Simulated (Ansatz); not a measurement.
Band structure of CuGe3 (P6_3/mmc, 8 atoms in the cell).

```xyz
8
Lattice="4.3454 0.0000 0.0000 -2.1727 3.7633 0.0000 0.0000 0.0000 8.9349" Properties=species:S:1:pos:R:3 pbc="T T T"
Cu     2.1727     1.2544     6.7012
Cu     0.0000     2.5088     2.2337
Ge     2.1727     1.2544     0.6756
Ge     0.0000     2.5088     8.2594
Ge     0.0000     2.5088     5.1430
Ge     2.1727     1.2544     3.7919
Ge     0.0000     0.0000     6.7012
Ge     0.0000     0.0000     2.2337
```

Computed with PBEsol, PAW files made with PBE (plane waves; Ansatz, a first-principles code).

Settings: kpoints.mp_grid.grid = 5 5 3; hamiltonian.xc = pbesol; hamiltonian.pseudopotentials = {kind: paw} (the program's default PAW files); scf.occupations.method = fermi_dirac; scf.occupations.width = 0.1 eV; kpoints.band_path.npoints = 8.

The starting cell comes from a database of computed structures (which also holds hypothetical and non-ambient phases and stackings), without a prior relaxation at this level. Spin polarisation is off.

Levels in eV from the Fermi level, bands 57 to 64:
```csv
point,57,58,59,60,61,62,63,64
Γ,-0.67,-0.63,-0.05,-0.05,0.06,0.06,0.40,0.68
M,-2.51,-2.22,-1.32,-0.94,-0.92,-0.89,0.09,0.68
K,-2.21,-0.92,-0.92,-0.76,-0.76,-0.60,0.01,2.92
A,-0.69,-0.69,-0.24,-0.24,0.23,0.23,0.23,0.23
L,-2.72,-2.72,-1.57,-1.57,0.30,0.30,0.64,0.64
H,-2.60,-2.60,-1.87,-1.87,1.71,1.71,1.87,1.87
```

Bands cross the Fermi level along this path, so the cell is metallic at this level.

Keys are those of Ansatz 0.2.
